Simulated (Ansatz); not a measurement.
Band gap (eV)

Cell A: BN (zinc blende, F-43m), 2 atoms in the cell, k-point mesh 16×16×16 on the run's own vectors. Conventional cell: a = b = c = 3.624 Å, α = β = γ = 90.00°.

Cell B: AlN (wurtzite, P6₃mc), 4 atoms in the cell, k-point mesh 12×12×8 on the run's own vectors. Conventional cell: a = b = 3.130 Å, c = 5.017 Å, α = β = 90.00°, γ = 120.00°.

Cell C: GaN (wurtzite, P6₃mc), 4 atoms in the cell, k-point mesh 12×12×8 on the run's own vectors. Conventional cell: a = b = 3.2186 Å, c = 5.2435 Å, α = β = 90.00°, γ = 120.00°.

All numbers come from Ansatz (an electronic-structure program), plane waves with PAW, its PAW set soft_1, cutoff 420 eV, 500 eV for r2SCAN. The structures are at rest with PBE; other levels are single points on them. HSE06 runs on coarser k-point meshes, which give the PBE gaps of the finer ones within 0.03 eV. Neutral cells; Fermi-Dirac smearing of at most 0.05 eV in the solids, energies taken to zero width. The lattices are those relaxed with PBE, so at other levels the solids can be strained, which adds to the spread. Spin-orbit coupling is left out. A dispersion term ran beside these levels; it doesn't touch the electrons. Gaps are highest filled to lowest empty Kohn-Sham level on the run's k-point mesh, states of defects and surfaces included; edges off the mesh make the true gap smaller, and under 0.08 eV counts as none.

```csv
cell,PBE,r2SCAN,HSE06
A,4.46 (indirect),4.98 (indirect),?
B,4.04 (direct),4.67 (direct),?
C,1.71 (direct),2.12 (direct),2.94
```

Task: Complete the blanks.

Result: 
- A, HSE06: 5.77
- B, HSE06: 5.39
